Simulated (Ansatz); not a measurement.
System: cubic perovskite CsPbCl3 (cubic high-temperature phase). Method: PBE (PAW; Ansatz, a quantum-chemistry and plane-wave program).

Run with plane-wave cutoff 520 eV, 4×4×4 k mesh, perturbation theory, scalar-relativistic PAW data made under PBE.

Computed at the level's own relaxed cell.

```cif
data_Cl3CsPb
_chemical_formula_sum 'Cs1 Pb1 Cl3'
_space_group_name_H-M_alt 'Pm-3m'
_space_group_IT_number 221
_space_group_name_Hall '-P 4 2 3'
_cell_length_a 5.74033
_cell_length_b 5.74033
_cell_length_c 5.74033
_cell_angle_alpha 90.000
_cell_angle_beta 90.000
_cell_angle_gamma 90.000
loop_
_atom_site_label
_atom_site_type_symbol
_atom_site_symmetry_multiplicity
_atom_site_Wyckoff_symbol
_atom_site_fract_x
_atom_site_fract_y
_atom_site_fract_z
_atom_site_occupancy
Cs1 Cs 1 a 0.00000 0.00000 0.00000 1
Pb1 Pb 1 b 0.50000 0.50000 0.50000 1
Cl1 Cl 3 c 0.00000 0.50000 0.50000 1
```

Harmonic phonon frequencies (cm⁻¹; i marks an imaginary mode; at Γ without the LO shift):

```
q point                                         frequencies
-------  --------------------------------------------------
Γ           14i 14i 14i 0 0 0 24 24 24 53 53 53 106 106 106
X            0 0 15 15 37 39 45 45 46 46 51 106 106 106 231
M        45i 12i 12i 12 37 44 44 45 45 89 96 96 105 196 241
R        45i 45i 45i 10 10 10 82 82 82 91 91 91 196 196 248
```

Imaginary modes appear, so the structure is dynamically unstable at this level.

Note: the run warned that the k mesh is coarse for the response to a field; the relaxation could not lower the start's symmetry, so the cell can be a saddle point above a distorted one; the run finds an imaginary mode (45i cm⁻¹), so the cell is a saddle point at this level.
